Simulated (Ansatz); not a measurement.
An Ansatz (a first-principles code) input (DFT with r2SCAN, PAW potentials and a 500 eV plane-wave cutoff in Ansatz, spin-orbit coupling left out):

Ansatz 0.2 input:
```yaml
crystal:
  lattice:
    - [-1.6008597107, 1.6008597107, 3.9092875502]
    - [1.6008597107, -1.6008597107, 3.9092875502]
    - [1.6008597107, 1.6008597107, -3.9092875502]
  atoms:
    - { symbol: Mo, position: [0, 0, 0] }
    - { symbol: Si, position: [0.335297842, 0.335297842, 0] }
    - { symbol: Si, position: [0.664702158, 0.664702158, 0] }
basis: { ecutwfc: 500, ecutrho_ratio: 4, xc_grid: 4, fft_grid_basis: typed }
kpoints: { mp_grid: { grid: [14, 14, 14] } }
hamiltonian:
  xc: r2scan
  dispersion: none
  pseudopotentials: { kind: paw }
scf: { occupations: { method: fermi_dirac, width: 0.05 }, convergence: { dr2_threshold: 0.0000000003 } }
output: { forces: true, stress: true }
```

Problem. Which symmetry and how many k-points will the program report, and about how many plane waves at Γ?

Solution. Space group I4/mmm (ITA 139) with 16 operations, k-points 244 of 2744, and 1023 plane waves at Γ.

Stability against distortions was not tested. All final runs are without spin polarisation. The cell is MoSi2 (space group I4/mmm, No. 139).
